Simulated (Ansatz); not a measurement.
Output of an Ansatz run (abridged):

```
WARN ansatz: RAYON_NUM_THREADS=1 ignored (pool sized by the plan → 1); use --threads N
Pseudopotentials: kind: paw
Pseudopotential: Ca, paw, valence charge 10
Pseudopotential: Pb, paw, valence charge 14
Pseudopotential: Au, paw, valence charge 19
Crystal: 10 atoms, lattice volume = 250.634 Å³
Basis set: ecut = 420 eV, 4901 PW (Γ), exchange–correlation on 108×108×54 points (8 copies of the dense FFT grid, shifted against one another)
Bands: 87, of which v1, the nominal top of the filled ones, is band 72 counted from 1 (71 counted from 0)
Symmetry: 16 space group operations
Space group: P4/mbm (ITA 127), of the structure as read, at distance tolerance 6.3e-5 Å
k-points: 12 of 54
PAW frozen core: Ca, regenerated for the run's functional, and the local potential with it
PAW frozen core: Pb, regenerated for the run's functional, and the local potential with it
PAW frozen core: Au, regenerated for the run's functional, and the local potential with it
Initial density: superposition of atomic densities (neutral atoms: chi_scale 0, normalization atom), corrected by the library's trained network
Initial wavefunctions: pseudopotential atomic-orbital guess
Eigensolver: davidson
Functional: x = pbesol(κ = 0.804, μ = 0.12345679012345678), c = pbesol(β = 0.046)
SCF iter   1: F=—  HF=-82719.992578 eV  |F-HF|=—  |Δ(HF+E_count)|=         —  Δρ=4.76e-3  dr2=2.00e-1  ethr=1.77e-3  ⟨swp⟩=11.2  Hψ=5069  notcnv=0  defer=3
all-band conjugate gradients solve this SCF's bands
preconditioner: auto → Kerker (q_TF=auto, 2.488 Å⁻¹)
SCF iter   2: F=—  HF=-82719.965836 eV  |F-HF|=—  |Δ(HF+E_count)|=   2.67e-2  S|Δr|=    0.00e0  Δρ=3.37e-3  dr2=1.18e-1  ethr=1.39e-4  ⟨swp⟩=1.0  Hψ=1212  notcnv=0  defer=4
SCF iter   3: F=—  HF=-82719.932352 eV  |F-HF|=—  |Δ(HF+E_count)|=   3.35e-2  S|Δr|=    0.00e0  Δρ=1.24e-3  dr2=1.06e-2  ethr=8.18e-5  ⟨swp⟩=2.0  Hψ=1329  notcnv=0  defer=4
SCF iter   4: F=—  HF=-82719.930213 eV  |F-HF|=—  |Δ(HF+E_count)|=   2.14e-3  S|Δr|=    0.00e0  Δρ=4.56e-4  dr2=6.64e-4  ethr=7.38e-6  ⟨swp⟩=2.0  Hψ=1289  notcnv=0  defer=7
SCF iter   5: F=—  HF=-82719.930132 eV  |F-HF|=—  |Δ(HF+E_count)|=   8.10e-5  S|Δr|=    0.00e0  Δρ=1.99e-4  dr2=1.40e-4  ethr=4.61e-7  ⟨swp⟩=2.1  Hψ=1400  notcnv=0  defer=20
SCF iter   6: F=—  HF=-82719.930117 eV  |F-HF|=—  |Δ(HF+E_count)|=   1.47e-5  S|Δr|=    0.00e0  Δρ=4.85e-5  dr2=9.72e-6  ethr=9.69e-8  ⟨swp⟩=2.0  Hψ=1390  notcnv=0  defer=20
SCF iter   7: F=—  HF=-82719.930749 eV  |F-HF|=—  |Δ(HF+E_count)|=   6.32e-4  S|Δr|=    0.00e0  Δρ=1.64e-5  dr2=1.00e-6  ethr=6.75e-9  ⟨swp⟩=2.0  Hψ=1490  notcnv=0  defer=68
SCF iter   8: F=-82719.930749 eV  HF=-82719.930749 eV  |F-HF|=3.15e-8  |Δ(HF+E_count)|=   1.54e-7  S|Δr|=    0.00e0  Δρ=3.62e-6  dr2=6.44e-8  ethr=6.94e-11  ⟨swp⟩=10.1  Hψ=5601  notcnv=0
SCF 1 converged in 8 iterations: F = -82719.930749 eV  dr2 = 6.44e-8
SCF converged after 8 iterations
Stability not checked (fill_not_monotonic)
Free energy (F): -82719.930749 eV
Harris-Foulkes:  -82719.930749 eV  (|F-HF|=3.15e-8)
Internal energy: -82719.924596 eV  (E = F + TS)
E sigma→0 (E₀):  -82719.929211 eV
Entropy (-TS):   -0.006154 eV (-0.615 meV/atom)
Fermi energy:    11.677505 eV
--- Per-component energies (eV) ---
  E_band       = -1986.383346
  E_kinetic    = 4115.372726
  E_local      = -15175.601665  (includes V_loc(G=0)·N_el)
  E_nonlocal   = 1263.499751
  E_hartree    = 6125.267685
  E_xc         = -1888.830317
  E_vxc        = -2047.045697  (∫ρ·V_xc dr)
  E_paw        = -62124.207189  (= ΣΔE_a)
  E_vpaw       = -2393.137893  (= ΣTr[D̂ρ^β])
  E_aug_tail   = 0.005513  (compensation charges beyond the density's cutoff)
  E_ewald      = -15037.268427
  E_core_change = 1.837327  (= ΣΔE_core)
  E_smearing   = -0.006154  (= −TS)
  E_closure    = 0.000000  (closes the sum)
  Σ components = -82719.930749   (vs F -82719.930749, Δ=0.00e0)
--- Forces (eV/Å), atoms counted from 1 ---
  atom   1  Ca    -0.03932643    -0.03932643     0.00000000
  atom   2  Ca     0.03932643     0.03932643     0.00000000
  atom   3  Ca     0.03932643    -0.03932643     0.00000000
  atom   4  Ca    -0.03932643     0.03932643     0.00000000
  atom   5  Pb     0.00000000    -0.00000000     0.00000000
  atom   6  Pb     0.00000000     0.00000000     0.00000000
  atom   7  Au    -0.03680389    -0.03680389     0.00000000
  atom   8  Au     0.03680389     0.03680389     0.00000000
  atom   9  Au     0.03680389    -0.03680389     0.00000000
  atom  10  Au    -0.03680389     0.03680389     0.00000000
  max |Σ_I F_I| component: 6.94e-18 eV/Å
--- Stress (GPa, compression-positive) ---
       -0.694267       0.000000       0.000000
        0.000000      -0.694267       0.000000
        0.000000       0.000000      -3.739721
  P = ⅓ Tr σ = -1.7094 GPa (-17.094 kbar)
  The stress holds the Pulay correction. Without it, at fixed plane waves, as pw.x and ABINIT print it: P = -1.7268 GPa
--- Band table (eV; the first three rows and the last of 12) ---
  k-point 0: bands = ["-94.1815", "-94.1815", "-94.1784", "-94.1784", "-45.5995", "-45.5993", "-45.5947", "-45.5946", "-45.5876", "-45.5876", "-45.5296", "-45.5296", "-45.5225", "-45.5224", "-45.5190", "-45.5190", "-29.2725", "-29.2677", "-29.2675", [...]
  k-point 1: bands = ["-94.1815", "-94.1815", "-94.1784", "-94.1784", "-45.5994", "-45.5993", "-45.5952", "-45.5952", "-45.5881", "-45.5881", "-45.5295", "-45.5295", "-45.5225", "-45.5223", "-45.5189", "-45.5189", "-29.2708", "-29.2664", "-29.2662", [...]
  k-point 2: bands = ["-94.1815", "-94.1815", "-94.1784", "-94.1784", "-45.5993", "-45.5992", "-45.5962", "-45.5962", "-45.5891", "-45.5891", "-45.5295", "-45.5295", "-45.5224", "-45.5223", "-45.5189", "-45.5189", "-29.2676", "-29.2640", "-29.2636", [...]
  k-point 11: bands = ["-94.1815", "-94.1815", "-94.1783", "-94.1783", "-45.5992", "-45.5992", "-45.5967", "-45.5967", "-45.5895", "-45.5895", "-45.5294", "-45.5294", "-45.5223", "-45.5223", "-45.5188", "-45.5188", "-29.2649", "-29.2641", [...]
```

The structure:

```
CELL_PARAMETERS angstrom
      8.02360     0.00000     0.00000
      0.00000     8.02360     0.00000
      0.00000     0.00000     3.89315
ATOMIC_POSITIONS crystal
  Ca 0.67369 0.17369 0.50000
  Ca 0.32631 0.82631 0.50000
  Ca 0.82631 0.67369 0.50000
  Ca 0.17369 0.32631 0.50000
  Pb 0.00000 0.00000 0.00000
  Pb 0.50000 0.50000 0.00000
  Au 0.12353 0.62353 0.00000
  Au 0.87647 0.37647 0.00000
  Au 0.37647 0.12353 0.00000
  Au 0.62353 0.87647 0.00000
```

Q: Reconstruct the input of this run.

A: Other spellings and defaults could give the same log, and not every line can be read from it. The input that was run (DFT, PBEsol, plane waves, default PAW files made with PBE):

Ansatz 0.2 input:
```yaml
crystal:
  lattice:
    - [8.02360000, 0.00000000, 0.00000000]
    - [0.00000000, 8.02360000, 0.00000000]
    - [0.00000000, 0.00000000, 3.89315000]
  atoms:
    - { symbol: Ca, position: [0.67369000, 0.17369000, 0.50000000] }
    - { symbol: Ca, position: [0.32631000, 0.82631000, 0.50000000] }
    - { symbol: Ca, position: [0.82631000, 0.67369000, 0.50000000] }
    - { symbol: Ca, position: [0.17369000, 0.32631000, 0.50000000] }
    - { symbol: Pb, position: [0.00000000, 0.00000000, 0.00000000] }
    - { symbol: Pb, position: [0.50000000, 0.50000000, 0.00000000] }
    - { symbol: Au, position: [0.12353000, 0.62353000, 0.00000000] }
    - { symbol: Au, position: [0.87647000, 0.37647000, 0.00000000] }
    - { symbol: Au, position: [0.37647000, 0.12353000, 0.00000000] }
    - { symbol: Au, position: [0.62353000, 0.87647000, 0.00000000] }
basis:
  ecutwfc: 420.0 eV
kpoints:
  mp_grid:
    grid: [3, 3, 6]
hamiltonian:
  xc: pbesol
  pseudopotentials:
    kind: paw
scf:
  occupations:
    method: methfessel_paxton
    width: 0.1 eV
output:
  forces: true
  eigenvalues: true
  stress: true
```

The starting cell comes from a database of computed structures (which also holds hypothetical and non-ambient phases and stackings), without a prior relaxation at this level. Spin-orbit coupling is off. Ansatz's pressure includes its estimate of the finite-basis (Pulay) stress.

Ansatz is a quantum-chemistry and plane-wave program.
